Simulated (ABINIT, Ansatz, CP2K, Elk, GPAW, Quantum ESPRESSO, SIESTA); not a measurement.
**One structure in several programs: MnBr₂ (P-3m1, 3 atoms in the cell)**

Self-consistent single point, at a second geometry (lattice scaled by 0.98). First geometry:

```yaml
crystal:
  lattice:
    - [3.90936, 0.00000, 0.00000]
    - [-1.95468, 3.38560, 0.00000]
    - [0.00000, 0.00000, 6.54697]
  atoms:
    - { symbol: Mn, position: [0.00000, 0.00000, 0.00000], spin: 4.0 }
    - { symbol: Br, position: [0.33333, 0.66667, 0.23213] }
    - { symbol: Br, position: [0.66667, 0.33333, 0.76787] }
```
(The spins are starting values, not results.)

Shared settings, as Ansatz (an electronic-structure program) writes them: kpoints.mp_grid.grid = 6 6 3; scf.occupations.method = fermi_dirac; scf.occupations.width = 0.05 eV. Potentials and cutoffs stand in the table.

```json
[
 {"code": "Quantum ESPRESSO", "model": "PBEsol, SSSP 1.1.2 efficiency (PBE) pseudopotentials", "ΔF from the first geometry (meV/atom)": "-16.1", "pressure (GPa)": "-0.44", "largest force (eV/Å)": "0.022", "gap on the mesh (eV)": "1.382", "size of the net moment (μB/atom)": "1.67", "cutoff": "50 Ry"},
 {"code": "CP2K", "model": "PBEsol, GPW, DZVP-MOLOPT-SR-GTH basis, GTH-PBE potentials (GTH_POTENTIALS)", "ΔF from the first geometry (meV/atom)": "-11.2", "pressure (GPa)": "0.18", "largest force (eV/Å)": "0.084", "gap on the mesh (eV)": "1.708", "size of the net moment (μB/atom)": "1.67", "cutoff": "grid 600 Ry"},
 {"code": "Elk", "model": "PBEsol, all-electron FP-LAPW, Elk's shipped species files, APW+lo basis with extra local orbitals", "ΔF from the first geometry (meV/atom)": "-14.7", "pressure (GPa)": "–", "largest force (eV/Å)": "–", "gap on the mesh (eV)": "1.294", "size of the net moment (μB/atom)": "1.67", "cutoff": "rgkmax 8"},
 {"code": "SIESTA", "model": "GGA PBEsol, numerical atomic orbitals DZP, PseudoDojo PBEsol standard norm-conserving potentials (rewritten from UPF to PSML)", "ΔF from the first geometry (meV/atom)": "-41.5", "pressure (GPa)": "-2.75", "largest force (eV/Å)": "0.021", "gap on the mesh (eV)": "1.792", "size of the net moment (μB/atom)": "1.67", "cutoff": "grid 300 Ry"},
 {"code": "ABINIT", "model": "PBEsol, norm-conserving pseudopotentials (PseudoDojo nc-sr-04 PBEsol standard)", "ΔF from the first geometry (meV/atom)": "-16.4", "pressure (GPa)": "-0.39", "largest force (eV/Å)": "0.025", "gap on the mesh (eV)": "1.441", "size of the net moment (μB/atom)": "1.67", "cutoff": "48 Ha"},
 {"code": "GPAW", "model": "PBEsol, GPAW PAW datasets PBEsol (made by gpaw-setup)", "ΔF from the first geometry (meV/atom)": "-14.4", "pressure (GPa)": "-0.14", "largest force (eV/Å)": "0.008", "gap on the mesh (eV)": "1.324", "size of the net moment (μB/atom)": "1.67", "cutoff": "800 eV"},
 {"code": "Ansatz", "model": "PBEsol, PAW files made with PBE", "ΔF from the first geometry (meV/atom)": "-16.8", "pressure (GPa)": "-0.46", "largest force (eV/Å)": "0.031", "gap on the mesh (eV)": "–", "size of the net moment (μB/atom)": "1.67", "cutoff": "420 eV"}
]
```

A dash marks a value that a program does not give, or that is left out as unsure.

No gap is tabulated for Ansatz: it is not read from that output, or partly filled or unconverged empty levels leave it unsure.

Gaps are read on the mesh.

On Ansatz's run: with one magnetic atom in the cell only a parallel order is possible.

The spread over the programs that give each value: ΔF from the first geometry within 30.3 meV/atom; pressure within 2.93 GPa; largest force within 0.076 eV/Å; gap on the mesh within 0.498 eV; size of the net moment within 0.00 μB/atom.

CP2K and SIESTA use small atom-centred bases, whose incompleteness enters pressures, forces and empty levels differently from a plane-wave cutoff. Elk treats all electrons, but the usual bases taken here (sphere radii, linearisation, local orbitals, empty states) were not tested for convergence, so the values are no reference for the others. Ansatz's pressure is given at a fixed set of plane waves, as the other plane-wave codes print theirs; with its correction for the finite basis it is -0.42 GPa. In the pressure, SIESTA (by 2.34) lies more than 1 GPa from the median of the plane-wave programs. In the gap, CP2K (by 0.325) and SIESTA (by 0.409) lie more than 0.12 eV from the median of the plane-wave programs. In the force vectors, CP2K (by 0.108) lies more than 0.08 eV/Å from the median of the plane-wave programs.

The starting cell comes from a database of computed structures (which also holds hypothetical and non-ambient phases and stackings), without a prior relaxation at this level. Its lattice was rescaled by a random factor within 2.5 % of one. For this run, on top of that: lattice scaled by 0.98.

Left out of this page: FLEUR (unsound by tests on forces, stress, charge or solver warnings).

Keys are those of Ansatz 0.2.
